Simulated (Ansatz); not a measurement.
Relaxation of the outer planes of the (331) surface of fcc Pt in its 1x1 cell, outermost plane spacing 0.91 Å in the ideal cut.

Computed with PBE (plane waves to 420 eV, PAW; Ansatz, a program for electronic structure).

Set-up: 12 atoms, 10.0 Å thick at the start (thin: gaps and levels are the slab's own); mesh 14x6x1; 0.1 eV smearing; dipole correction on; all atoms relaxed; held to the part of the start's symmetry that mesh and held atoms allow; no spin, no spin-orbit, no U.

```
plane  atoms  bulk spacing to the next (Å)  relaxed spacing (Å)  change (%)  rumpling (Å)
-----  -----  ----------------------------  -------------------  ----------  ------------
1         Pt                         0.911                  ___         ___          0.00
2         Pt                         0.911                0.820       -10.0          0.00
```

**Question.** What belongs in the gaps?

**Answer.** 
- 1, relaxed spacing (Å): 0.717
- 1, change (%): -21.3
